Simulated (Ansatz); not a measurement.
Consider BeS in the zinc blende structure (space group F-43m, No. 216; a = 4.869 Å). Axes: x, y, z lie along the cube axes.

Method: r2SCAN (Ansatz, an electronic-structure program, PAW, no spin-orbit coupling).

Base values:

The smallest direct gap is 6.22 eV and the valence-band top at Γ comes out as 0.00, 0.00, 0.00 eV.

The change: a pure shear with ε_xy = ε_yx = 0.0114, atoms relaxed at fixed cell.

Question: Predict the new stress, smallest direct gap and valence-band top at Γ.

Answer: The stress (xx, yy, zz, yz, xz, xy; compression positive) amounts to (0.05, 0.05, -0.01, 0.00, 0.00, -1.99) GPa; the smallest direct gap drops by 0.23 eV to 5.99 eV; the valence-band top at Γ (three highest levels, from the VBM) goes from 0.00, 0.00, 0.00 eV to 0.00, -0.09, -0.17 eV.

The cells carry an imposed strain or load. No phonon test of stability was made.
